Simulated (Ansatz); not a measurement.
Start from CuI in the zinc blende structure (space group F-43m, No. 216).

```
CuI
1.0
    0.00000     2.96952     2.96952
    2.96952     0.00000     2.96952
    2.96952     2.96952     0.00000
I Cu
1 1
Direct
  0.75000   0.75000   0.75000
  0.00000   0.00000   0.00000
```

Cartesian axes are those of the cell as printed.

The values are results of PBEsol, PAW, 420 eV (Ansatz, a first-principles code; no spin-orbit coupling), earlier PAW set, not measurements.

For the base:

| Property | Value |
|---|---|
| Valley order | Γ 1.17 eV; L along ⟨111⟩ 2.11 eV; X along ⟨100⟩ 2.47 eV |
| Valence-band top at Γ | 0.00, 0.00, 0.00 eV |

Now apply this change: tensor shear ε_xy = +0.48 % (engineering shear γ = 0.0096); the atoms relax in the strained cell.

Q: Predict the new valley order.

A: The valley order (the lowest conduction-band minima on the path, energy above the VBM, named in the base's zone) becomes Γ 1.16 eV; L along [1-11] 2.07 eV; L along [11-1] 2.14 eV; X along [001] 2.45 eV (base: Γ 1.17 eV; L along ⟨111⟩ 2.11 eV; X along ⟨100⟩ 2.47 eV).

Q: What happens to the valence-band top at Γ?

A: The valence-band top at Γ (three highest levels, from the VBM) goes from 0.00, 0.00, 0.00 eV to 0.00, -0.01, -0.02 eV.

Spin-orbit coupling, missing from the scalar runs, can matter with I. The levels and masses belong to the bands next to the band gap. Whether these cells are dynamically stable was not tested. All final runs are without spin polarisation.
